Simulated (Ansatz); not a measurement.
Start from GaN in the wurtzite structure (space group P6_3mc, No. 186).

```xyz
4
Lattice="3.1826 0.0000 0.0000 -1.5913 2.7562 0.0000 0.0000 0.0000 5.1855" Properties=species:S:1:pos:R:3 pbc="T T T"
Ga     1.5913     0.9187     0.0047
Ga     0.0000     1.8375     2.5974
N      1.5913     0.9187     3.2373
N      0.0000     1.8375     0.6445
```

Computed with Ansatz (a program for electronic structure) PBEsol, scalar-relativistic without spin-orbit coupling.

Before the change:

| Quantity | Result |
|---|---|
| Gap character | direct at Γ |
| Gap between the host's bands | 1.88 eV |

Modification: 0.455 electrons added to each cell, a density of 1.0×10^22 cm⁻³, with a uniform compensating background at fixed cell and a 300 K Fermi–Dirac width.

**Question.** How does this affect the gap character?

**Answer.** The gap character stays direct at Γ.

**Question.** What does the calculation give for the gap between the host's bands after the change?

**Answer.** The gap between the host's bands decreases by 0.14 eV (1.88 eV → 1.74 eV).

**Question.** Estimate the effect on the Fermi level from band edge.

**Answer.** The Fermi level relative to the doped band's edge (positive inside the band; to 0.05 eV) amounts to +2.50 eV.

Carriers are added with a uniform compensating background; total energy and stress of such cells depend on the potential's zero and are not compared; many-body gap narrowing is missing at this level. No phonon test of stability was made.
